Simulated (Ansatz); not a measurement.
Hexagonal WC, treated with PBE-D3(BJ) in Ansatz (plane waves, PAW).

Run with plane-wave cutoff 520 eV, 24×24×22 k mesh (along the axes of the cell as run), Fermi–Dirac smearing 0.054 eV (set by the program), no spin polarisation, scalar-relativistic PAW data made under PBE.

Computed at the level's own relaxed cell.

Hill averages of the elastic tensor: K = 400.7 GPa, G = 296.8 GPa. Volume 10.330 Å³/atom, mean atomic mass 97.925 u.

Question: Work out the density, the sound velocities of a polycrystal and the elastic Debye temperature, and Pugh's ratio at this level.

Answer: ρ = 1.66054 × 97.925/10.330 = 15.741 g/cm³. v_l = √[(K + 4G/3)/ρ] = 7.113 km/s and v_t = √(G/ρ) = 4.342 km/s. The mean follows from 3/v_m³ = 1/v_l³ + 2/v_t³: v_m = 4.795 km/s. Θ_D = (ħ/k_B) v_m (6π²/V)^(1/3) = 76.38 K Å s/km × 4.795 × 1.7897 Å⁻¹ = 655 K, counting all atoms of the cell. K/G = 1.35, to be set beside Pugh's rough bound of 1.75 between brittle and ductile metals.

Note: the dispersion coefficients are held fixed in the derivatives.

Ansatz is a program for electronic structure.
